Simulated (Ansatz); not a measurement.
We consider fluorite PtAl₂, described by RPBE in Ansatz (PAW).

Output (set-up and result lines):

```
Crystal: 3 atoms, lattice volume = 54.543 Å³
Basis set: ecut = 520 eV, 1459 PW (Γ), exchange–correlation on 64×64×64 points (8 copies of the dense FFT grid, shifted against one another)
Bands: 16, of which v1, the nominal top of the filled ones, is band 12 counted from 1 (11 counted from 0)
Symmetry: 48 space group operations
Space group: Fm-3m (ITA 225), of the structure as read, at distance tolerance 3.8e-5 Å
k-points: 145 of 4096
Functional: x = rpbe, c = pbe(β = 0.06672455060314922)
SCF iter   1: F=—  HF=-13620.312333 eV  |F-HF|=—  |Δ(HF+E_count)|=         —  Δρ=2.86e-3  dr2=4.22e-3
SCF iter   2: F=—  HF=-13620.312307 eV  |F-HF|=—  |Δ(HF+E_count)|=   2.58e-5  Δρ=1.17e-3  dr2=3.67e-4
  ...
SCF iter   7: F=—  HF=-13620.312515 eV  |F-HF|=—  |Δ(HF+E_count)|=   5.40e-8  Δρ=2.16e-6  dr2=2.62e-9
SCF iter   8: F=-13620.312515 eV  HF=-13620.312515 eV  |F-HF|=2.11e-10  |Δ(HF+E_count)|=   5.13e-9  Δρ=3.04e-7  dr2=4.85e-11
SCF 1 converged in 8 iterations: F = -13620.312515 eV  dr2 = 4.85e-11
SCF converged after 8 iterations
Free energy (F): -13620.312515 eV
Internal energy: -13620.302991 eV  (E = F + TS)
E sigma→0 (E₀):  -13620.307753 eV
Fermi energy:    10.682300 eV
--- Forces (eV/Å), atoms counted from 1 ---
  atom   1  Al     0.00000000    -0.00000000    -0.00000000
  atom   2  Al     0.00000000    -0.00000000    -0.00000000
  atom   3  Pt    -0.00000000     0.00000000     0.00000000
--- Stress (GPa, compression-positive) ---
       -2.340314      -0.000000       0.000000
       -0.000000      -2.340314       0.000000
        0.000000       0.000000      -2.340314
  P = ⅓ Tr σ = -2.3403 GPa (-23.403 kbar)
```

**Question.** Write an input file that could have produced this run (the log leaves some choices open).

**Answer.** One answer among several that fit: 
Ansatz 0.2 input:
```yaml
crystal:
  lattice:
    - [0.0, 3.0100130729, 3.0100130729]
    - [3.0100130729, 0.0, 3.0100130729]
    - [3.0100130729, 3.0100130729, 0.0]
  atoms:
    - { symbol: Al, position: [0.25, 0.25, 0.25] }
    - { symbol: Al, position: [0.75, 0.75, 0.75] }
    - { symbol: Pt, position: [0.0, 0.0, 0.0] }
basis:
  ecutwfc: 520
  ecutrho_ratio: 4
  xc_grid: 2
kpoints:
  mp_grid: { grid: [16, 16, 16] }
hamiltonian:
  xc: rpbe
  dispersion: none
  pseudopotentials: { kind: paw }
scf:
  occupations: { method: fermi_dirac, width: 0.05 }
  convergence: { dr2_threshold: 0.0000000003 }
output:
  forces: true
  stress: true
  eigenvalues: true
```

The cell is one volume of an energy–volume scan, off the minimum.

The PAW data were made under PBE.

Ansatz is an electronic-structure program.
